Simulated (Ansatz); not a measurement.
Results of revPBE (Ansatz, an electronic-structure program, plane waves, PAW) for fluorite CoSi2.

Numerical settings: plane-wave cutoff 520 eV, 22×22×22 k mesh, Fermi–Dirac smearing 0.065 eV (set by the program), no spin polarisation, scalar-relativistic PAW data made under PBE.

Computed at the level's own relaxed cell.

```
CELL_PARAMETERS angstrom
      0.00000     2.69091     2.69091
      2.69091     0.00000     2.69091
      2.69091     2.69091     0.00000
ATOMIC_POSITIONS crystal
  Co 0.00000 0.00000 0.00000
  Si 0.25000 0.25000 0.25000
  Si 0.75000 0.75000 0.75000
```

Task: Give the elastic tensor (Voigt notation, GPa, ions relaxed, in the Cartesian axes of the cell as printed).

Result: 
```
  231.2   144.3   144.3     0.0     0.0     0.0
  144.3   231.2   144.3     0.0     0.0     0.0
  144.3   144.3   231.2     0.0     0.0     0.0
    0.0     0.0     0.0    87.7     0.0     0.0
    0.0     0.0     0.0     0.0    87.7     0.0
    0.0     0.0     0.0     0.0     0.0    87.7
```

Computed values are for the static lattice.
